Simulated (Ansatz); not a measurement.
## Mg2Sn, response to strain

Base system: Mg₂Sn (space group Fm-3m, No. 225).

```yaml
crystal:
  lattice:
    - [0.00000, 3.37302, 3.37302]
    - [3.37302, 0.00000, 3.37302]
    - [3.37302, 3.37302, 0.00000]
  atoms:
    - { symbol: Sn, position: [0.00000, 0.00000, 0.00000] }
    - { symbol: Mg, position: [0.25000, 0.25000, 0.25000] }
    - { symbol: Mg, position: [0.75000, 0.75000, 0.75000] }
```

Cartesian axes are those of the cell as printed.

Strains are applied to the cell and any free atomic positions relax; under biaxial strain the out-of-plane vector relaxes too; under stress the whole cell relaxes.

Method: PBEsol/PAW in Ansatz (a program for electronic structure), no spin-orbit coupling.

Notes on the quantities. energy relative to the base: free energy F.

```tsv
change	space group	energy relative to the base	shortest interatomic distance
base	Fm-3m (No. 225)	0 meV/atom	2.921 Å
biaxial strain −0.80 %, plane normal [001], relaxed out of plane	I4/mmm (No. 139)	+0.9 meV/atom	2.911 Å
isotropic strain +1.23 %	Fm-3m (No. 225)	+4.5 meV/atom	2.957 Å
isotropic strain +5.46 %	Fm-3m (No. 225)	+78 meV/atom	3.081 Å
uniaxial stress, 2 GPa compression along x	I4/mmm (No. 139)	+5.2 meV/atom	2.908 Å
uniaxial stress, 8 GPa compression along x	I4/mmm (No. 139)	+79 meV/atom	2.891 Å
```

Stability under load was not tested beyond the relaxation.
